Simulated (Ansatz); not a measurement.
# Cu in the diamond structure (space group Fd-3m, No. 227; a hypothetical phase, not in the database extracts checked)

```xyz
2
Lattice="0.0000 2.6757 2.6757 2.6757 0.0000 2.6757 2.6757 2.6757 0.0000" Properties=species:S:1:pos:R:3 pbc="T T T"
Cu     1.3379     1.3379     1.3379
Cu     0.0000     0.0000     0.0000
```

The values are results of Ansatz (a first-principles code), PBE, PAW, cutoff 420 eV, without spin-orbit coupling, not measurements. Γ-centred 15×15×15 mesh, Fermi–Dirac width 0.05 eV.

| Property | Result |
|---|---|
| Volume per atom | 19.16 Å³ |
| Density | 5.51 g/cm³ |
| Band gap | zero |
| Total energy | -6624.135 eV/atom (σ→0; compares only within this code and set-up) |

No phonon test of stability was made. All final runs are without spin polarisation.
